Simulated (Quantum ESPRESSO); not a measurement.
Quantum ESPRESSO run on CrPd₃ (Pm-3m, 4 atoms in the cell): self-consistent single point.

Method: PBEsol, GBRV 1.5 ultrasoft (PBESOL) pseudopotentials (plane waves; Quantum ESPRESSO).

The change in words: lattice scaled by 0.98. Reference geometry:
```
CELL_PARAMETERS angstrom
      3.89088     0.00000     0.00000
      0.00000     3.89088     0.00000
      0.00000     0.00000     3.89088
ATOMIC_POSITIONS crystal
  Cr 0.00000 0.00000 0.00000
  Pd 0.00000 0.50000 0.50000
  Pd 0.50000 0.00000 0.50000
  Pd 0.50000 0.50000 0.00000
```
Moments meant for the start (each program seeds them in its own way; μB, in the order of the atoms Cr Pd Pd Pd): 3.0 0.0 0.0 0.0.

Reference input (self-consistent single point, DFT, PBEsol, plane waves, GBRV 1.5 ultrasoft (PBESOL) pseudopotentials): ecutwfc = 50 Ry; ecutrho = 400 Ry; occupations = smearing; smearing = gaussian; degauss = 0.019992 Ry; nspin = 2; potentials = {Cr: cr_pbesol_v1.5.uspp.F.UPF, Pd: pd_pbesol_v1.4.uspp.F.UPF}; K_POINTS = automatic 9 9 9 0 0 0; conv_thr = 1e-10 Ry; mixing_beta = 0.3. This run's input differs from it in these lines:

```diff
@@ -35,5 +35,5 @@
 CELL_PARAMETERS angstrom
-   3.8908800000     0.0000000000     0.0000000000
-   0.0000000000     3.8908800000     0.0000000000
-   0.0000000000     0.0000000000     3.8908800000
+   3.8130620000     0.0000000000     0.0000000000
+   0.0000000000     3.8130620000     0.0000000000
+   0.0000000000     0.0000000000     3.8130620000
```

Log, with long lists cut:

```
     Self-consistent Calculation

     iteration #  1     ecut=    50.00 Ry     beta= 0.30

     negative rho (up, down):  1.149E-01 1.148E-01

     total energy              =    -764.04477272 Ry
     estimated scf accuracy    <      21.81896019 Ry

     total magnetization       =     1.38 Bohr mag/cell
     absolute magnetization    =     1.45 Bohr mag/cell

     iteration #  2     ecut=    50.00 Ry     beta= 0.30

     negative rho (up, down):  1.166E-01 1.166E-01

     total energy              =    -771.63092601 Ry
     estimated scf accuracy    <      18.81131147 Ry

     total magnetization       =     0.10 Bohr mag/cell
   [... lines left out ...]

     total energy              =    -771.33580013 Ry
     estimated scf accuracy    <          1.0E-10 Ry

     total magnetization       =     2.63 Bohr mag/cell
     absolute magnetization    =     3.14 Bohr mag/cell

     iteration # 24     ecut=    50.00 Ry     beta= 0.30

     negative rho (up, down):  1.175E-01 1.212E-01

     Magnetic moment per site  (integrated on atomic sphere of radius R)
     atom   1 (R=0.292)  charge= 12.4740  magn=  2.6676
     atom   2 (R=0.292)  charge= 14.3975  magn= -0.0591
     atom   3 (R=0.292)  charge= 14.3975  magn= -0.0591
     atom   4 (R=0.292)  charge= 14.3975  magn= -0.0591
     End of self-consistent calculation

     the Fermi energy is    19.2843 ev

!    total energy              =    -771.33580013 Ry
     estimated scf accuracy    <          9.5E-11 Ry
     smearing contrib. (-TS)   =      -0.01314033 Ry
     internal energy E=F+TS    =    -771.32265980 Ry

     total magnetization       =     2.63 Bohr mag/cell
     absolute magnetization    =     3.14 Bohr mag/cell

     convergence has been achieved in  24 iterations

     negative rho (up, down):  1.175E-01 1.212E-01

     Forces acting on atoms (cartesian axes, Ry/au):

     atom    1 type  1   force =     0.00000000    0.00000000    0.00000000
   [... zero for the other atoms too ...]

     Total force =     0.000000     Total SCF correction =     0.000000

     negative rho (up, down):  1.175E-01 1.212E-01
          total   stress  (Ry/bohr**3)                   (kbar)     P=       46.12
   0.00031355   0.00000000   0.00000000           46.12        0.00        0.00
   0.00000000   0.00031355   0.00000000            0.00       46.12        0.00
   0.00000000   0.00000000   0.00031355            0.00        0.00       46.12

   JOB DONE.
```

The run converged in 24 iterations. Against the reference run the free energy falls by 6.0 meV/atom, the pressure goes from -6.43 to 4.61 GPa and the size of the net moment goes from 0.69 to 0.66 μB/atom.

The starting cell comes from a database of computed structures (which also holds hypothetical and non-ambient phases and stackings), without a prior relaxation at this level. For this run, on top of that: lattice scaled by 0.98. With one magnetic atom in the cell only a parallel order is possible. With a pressure of about 5 GPa the cell is away from its equilibrium volume at this level.

Cost on one core of a shared machine: roughly 2 min.
